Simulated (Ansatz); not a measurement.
The structure below was relaxed with Ansatz (an electronic-structure program) PBEsol, scalar-relativistic without spin-orbit coupling.

```xyz
4
Lattice="4.2350 0.0000 0.0000 0.0000 4.2350 0.0000 0.0000 0.0000 12.9947" Properties=species:S:1:pos:R:3 pbc="T T T"
Sr     0.0000     0.0000    10.0577
Rb     2.1175     2.1175     6.4973
Sr     0.0000     0.0000     2.9369
Sr     2.1175     2.1175     0.0000
```

Problem. Find the space group and the Wyckoff positions.

Solution. Space group P4/mmm (No. 123); a = b = 4.235 Å, c = 12.995 Å, α = β = γ = 90.00°

```tsv
atom	site	symmetry	x	y	z
Sr	2g	4mm	0.0000	0.0000	0.2260
Rb	1d	4/mmm	0.5000	0.5000	0.5000
Sr	1c	4/mmm	0.5000	0.5000	0.0000
```

Problem. Describe the coordination.

Solution. The crystal has 4 atoms in its conventional cell. Cell: a = b = 4.235 Å, c = 12.995 Å, α = β = γ = 90.00°. Sr1 has 8 Sr at 4.194–4.235 Å and 4 Rb at 4.652 Å. Rb has 4 Rb at 4.235 Å and 8 Sr at 4.652 Å. Sr2 is coordinated by 12 Sr at 4.194–4.235 Å (cuboctahedral). (Neighbours: up to the widest gap in distance over summed covalent radii, below 1.35, at either atom.)

Each cell is one ordered arrangement of few atoms, which overstates ordering effects compared with a random alloy. No phonon test of stability was made. The final runs are not spin-polarised. An odd electron count without spin: RbSr3. The cell was made from Rb by this change: x(Sr) = 0.75, 4 atoms, P4/mmm. Under x(Sr) = 0.75, 4 atoms, P4/mmm the cell changed shape so far that it is another structure.
